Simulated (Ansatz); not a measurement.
Faces of 2H silicon carbide (a metastable polymorph) in 1x1 cells, as slabs relaxed from ideal cuts; for each face the lowest of the symmetric, stoichiometric cuts and spin starts that were computed. The slabs keep the symmetry of their cuts; real faces may buckle, or reconstruct in larger cells. No spin-orbit coupling, no Hubbard U.

These are PBE (plane waves to 420 eV, PAW; Ansatz, a program for electronic structure) values and carry that method's errors.

| face | cell area (Å²) | outermost plane spacing of the ideal cut (Å) | γ unrelaxed (J/m²) | γ relaxed (J/m²) | ionisation potential, top face (eV) |
|---|---|---|---|---|---|
| (10-10) | 15.69 | 0.89 | 3.03 | … | 5.60 |
| (11-20) | 27.17 | 1.55 | 3.18 | … | … |
| (21-30) | 41.51 | 0.34 | 3.21 | 2.56 | 5.66 |

Q: Complete the blanks.

A: 
- (10-10), γ relaxed (J/m²): 2.34
- (11-20), γ relaxed (J/m²): 2.58
- (11-20), ionisation potential, top face (eV): 5.70
